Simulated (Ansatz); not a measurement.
Consider Ge (space group P6_3/mmc, No. 194; a = 3.995 Å, c = 6.599 Å; a cell from a computed database, its experimental status unchecked). Axes: x lies along a and z along c of the hexagonal cell.

Computed with Kohn–Sham DFT with the r2SCAN functional, run in Ansatz (a first-principles code) with PAW and 500 eV plane waves, no spin-orbit coupling, earlier PAW set.

Strains are applied to the cell and any free atomic positions relax.

One change was made to it. Results:

| quantity | base | after |
|---|---|---|
| band gap | 0.10 eV | zero |
| energy relative to the base (free energy F) | 0 meV/atom | +5.5 meV/atom |
| pressure (mean of the normal stresses, compression positive) | 0.0 GPa | -2.2 GPa |

What was done to the base?
A) isotropic strain +1.13 %
B) uniaxial strain ε_zz = −0.62 %
C) uniaxial strain ε_yy = +1.05 %
D) strain tensor (xx, yy, zz, yz, xz, xy) = (+2.42, +0.39, +0.39, −0.47, −0.77, −2.80) %

A, isotropic strain +1.13 %. For comparison, the energy relative to the base in the other runs: uniaxial strain ε_yy = +1.05 % gives +1.2 meV/atom; strain tensor (xx, yy, zz, yz, xz, xy) = (+2.42, +0.39, +0.39, −0.47, −0.77, −2.80) % gives +20 meV/atom; uniaxial strain ε_zz = −0.62 % gives +0.5 meV/atom.

The mesh was chosen for an insulator and is coarse for the gapless case. No phonon test of stability was made. Gaps under 0.05 eV, about the width of the smearing, are given as zero. This is not the structure that Ge has at room temperature and ambient pressure. A zero or small gap of Ge can be the functional's error rather than a property of the material.
